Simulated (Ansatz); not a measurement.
System: interstitial O in silicon strained by +1.5 % along x and y, z held (neutral cell). Computed with PBE, PAW (plane waves to 420 eV; Ansatz, a program for electronic structure).

64-site cell at the strained lattice (strain from the relaxed PBE one, atoms relaxed), a 2×2×2 k-point mesh shifted by half a step, smearing 0.01 eV, spin-restricted, no finite-size correction. Static, classical nuclei. The charge state is imposed; whether it is stable for some Fermi level was not computed. Sites that were not tried may lie lower.

Barriers: single points on a 3×3×3 k-point mesh shifted by half a step at the bands' geometries.

The step: a concerted move, in which O travels most. Atoms about the jump, Cartesian Å from the middle of the jump, before and after:

| atom | x0 | y0 | z0 | x1 | y1 | z1 |
|---|---|---|---|---|---|---|
| O1 | -0.80 | -0.08 | -0.47 | 0.80 | 0.08 | 0.47 |
| Si2 | 0.30 | -1.03 | 0.26 | -0.16 | -1.02 | -0.26 |
| Si3 | -1.56 | 0.83 | -1.58 | -1.43 | 0.54 | -1.49 |
| Si4 | 1.57 | 0.56 | 1.46 | 1.71 | 0.85 | 1.58 |
| Si5 | -2.81 | 2.11 | -0.05 | -2.69 | 1.95 | -0.01 |
| Si6 | 0.07 | 2.04 | -2.80 | 0.08 | 1.95 | -2.72 |
| Si7 | -1.26 | -2.31 | 1.49 | -1.37 | -2.25 | 1.35 |
| Si8 | 1.54 | -2.25 | -1.35 | 1.43 | -2.29 | -1.46 |
| Si9 | 0.08 | 1.96 | 2.72 | 0.11 | 2.06 | 2.83 |
| Si10 | 2.86 | 1.96 | 0.01 | 2.98 | 2.10 | 0.05 |
| Si11 | -2.78 | -0.77 | -2.83 | -2.78 | -0.83 | -2.82 |
| Si12 | -1.31 | 3.36 | 1.34 | -1.29 | 3.35 | 1.36 |
| Si13 | 1.46 | 3.36 | -1.36 | 1.47 | 3.35 | -1.34 |

Task: Where do these atoms stand at the saddle point, and how high is it?

Result: 
```tsv
atom	x	y	z
O1	-0.16	0.34	-0.21
Si2	-0.26	-1.35	-0.35
Si3	-1.32	0.89	-1.39
Si4	1.57	0.71	1.45
Si5	-2.77	2.09	0.02
Si6	0.11	2.09	-2.82
Si7	-1.37	-2.31	1.44
Si8	1.55	-2.30	-1.43
Si9	0.07	2.00	2.75
Si10	2.88	2.00	-0.02
Si11	-2.54	-0.80	-2.59
Si12	-1.31	3.40	1.38
Si13	1.49	3.40	-1.38
```
It lies 2.29 eV above the start and 2.29 eV above the end. The saddle point's order was not checked.
